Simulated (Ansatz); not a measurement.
TiB2: response to strain

Base system: TiB$_{2}$ (space group P6/mmm, No. 191; a = 3.0174 Å, c = 3.1851 Å). Axes: x lies along a and z along c of the hexagonal cell.

Strains are applied to the cell and any free atomic positions relax.

All numbers come from Kohn–Sham DFT with the PBEsol functional, run in Ansatz (a first-principles code) with PAW and 420 eV plane waves, spin-orbit coupling left out.

Notes on the quantities. energy relative to the base: free energy F; pressure: mean of the normal stresses, compression positive.

```
case                            volume per atom  energy relative to the base  pressure
------------------------------  ---------------  ---------------------------  --------
base                                    8.37 Å³                   0 meV/atom   0.0 GPa
uniaxial strain ε_zz = −3.00 %          8.12 Å³                 +12 meV/atom   7.6 GPa
uniaxial strain ε_zz = −2.00 %          8.20 Å³                +5.0 meV/atom   4.9 GPa
uniaxial strain ε_zz = −1.50 %          8.25 Å³                +2.8 meV/atom   3.6 GPa
uniaxial strain ε_zz = −0.50 %          8.33 Å³                +0.3 meV/atom   1.2 GPa
uniaxial strain ε_zz = +1.00 %          8.45 Å³                +1.2 meV/atom  -2.2 GPa
uniaxial strain ε_zz = +1.50 %          8.50 Å³                +2.7 meV/atom  -3.3 GPa
uniaxial strain ε_zz = +2.00 %          8.54 Å³                +4.8 meV/atom  -4.4 GPa
uniaxial strain ε_zz = +2.50 %          8.58 Å³                +7.4 meV/atom  -5.4 GPa
uniaxial strain ε_zz = +3.00 %          8.62 Å³                 +11 meV/atom  -6.4 GPa
```

A case with no gap was solved on a k-mesh chosen for an insulator, which is coarse for it. Without a gap, meshes like the base's 13×13×10 leave anisotropic stresses uncertain by several tenths of a GPa, and small strain energies with them. Stability against distortions was not tested. All final runs are without spin polarisation.
